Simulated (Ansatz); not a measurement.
System: Cd₂SeS (P3m1, No. 156, 4 atoms in the cell; start mp-1226934). Method: HSE06 (plane waves, PAW; Ansatz, a quantum-chemistry and plane-wave program).

Numerical settings: plane-wave cutoff 500 eV, 6×6×4 k mesh (along the axes of the cell as run), gaussian smearing 0.02 eV, scalar-relativistic PAW data made under PBE.

Cell (relaxed at this level):

```
CELL_PARAMETERS angstrom
      4.25616     0.00000     0.00000
     -2.12808     3.68594     0.00000
      0.00000     0.00000     6.93767
ATOMIC_POSITIONS crystal
  Cd 0.00000 0.00000 0.48955
  Cd 0.33333 0.66667 0.01041
  Se 0.33333 0.66667 0.62619
  S  0.00000 0.00000 0.12185
```

Problem. Predict the band gap.

Solution. 
* **band gap**: 1.69 eV (on the SCF k mesh)

Note: the relaxation could not lower the start's symmetry, so the cell can be a saddle point above a distorted one.

Spin–orbit coupling is not included.

Static lattice: no zero-point or thermal effects.

Computing time: about 30 core-minutes (a rough figure).

A start named mp-… is a Materials Project structure, which need not be a measured phase.
